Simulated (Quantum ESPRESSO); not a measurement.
Converging the SCF threshold: MgB2 (P6mm, 3 atoms in the cell)

```
MgB2
1.0
    3.10545     0.00000     0.00000
   -1.55272     2.68940     0.00000
    0.00000     0.00000     3.53760
Mg B
1 2
Direct
  0.00000   0.00000   0.01413
  0.33333   0.66667   0.50000
  0.66667   0.33333   0.50000
```

Computed with PBEsol, PseudoDojo standard norm-conserving (PBESOL) pseudopotentials (plane waves; Quantum ESPRESSO 7.5).

Base settings: ecutwfc = 85 Ry; occupations = smearing; smearing = fd; degauss = 0.0073499 Ry; potentials = {Mg: Mg.upf, B: B.upf}; K_POINTS = automatic 8 8 7 0 0 0; conv_thr = 1e-10 Ry; mixing_beta = 0.5.

The mesh stays at the base's, so the ladder's end is converged at best in this setting alone.

Only quantities that move along the ladder and can be compared are tabulated.

The count of work is k-points × plane waves × bands × iterations; it is no time. 

The starting cell has typed, rounded lattice constants, without a prior relaxation at this level. Its lattice was rescaled by up to half a per cent. One atom was moved a little off its site on purpose. In the base run, with a pressure of about -5 GPa the cell is away from its equilibrium volume at this level.

| conv_thr | free energy less the last step's (meV/atom) | pressure (GPa) | largest difference of a force vector from the last step's (eV/Å) | count of work / last |
|---|---|---|---|---|
| 0.0073 Ry | 3.31 | -4.26 | 0.172 | 0.17 |
| 0.00073 Ry | 0.24 | -5.22 | 0.013 | 0.33 |
| 7.3e-05 Ry | 0.04 | -5.12 | 0.009 | 0.42 |
| 7.3e-06 Ry | 0.00 | -5.06 | 0.001 | 0.50 |
| 7.3e-07 Ry | 0.00 | -5.05 | 0.000 | 0.58 |
| 7.3e-08 Ry | 0.00 | -5.05 | 0.000 | 0.58 |
| 7.3e-09 Ry | 0.00 | -5.04 | 0.000 | 0.75 |
| 7.3e-10 Ry | 0.00 | -5.04 | 0.000 | 0.75 |
| 1e-10 Ry | 0.00 | -5.04 | 0.000 | 0.75 |
| 7.3e-12 Ry | 0.00 | -5.05 | 0.000 | 0.92 |
| 7.3e-14 Ry | 0.00 | -5.05 | 0.000 | 1.0 |

Coarsest conv_thr that holds the free energy within 0.5 meV/atom of the last step, with all finer ones: 0.00073 Ry, at 0.33 of the last step's count of work; the step before is off by 3.3 meV/atom.

Coarsest conv_thr that holds the forces within 0.02 eV/Å of the last step, with all finer ones: 0.00073 Ry, at 0.33 of the last step's count of work; the step before is off by 0.17 eV/Å.

Coarsest conv_thr that holds the pressure within 0.1 GPa of the last step, with all finer ones: 7.3e-05 Ry, at 0.42 of the last step's count of work; the step before is off by 0.18 GPa.
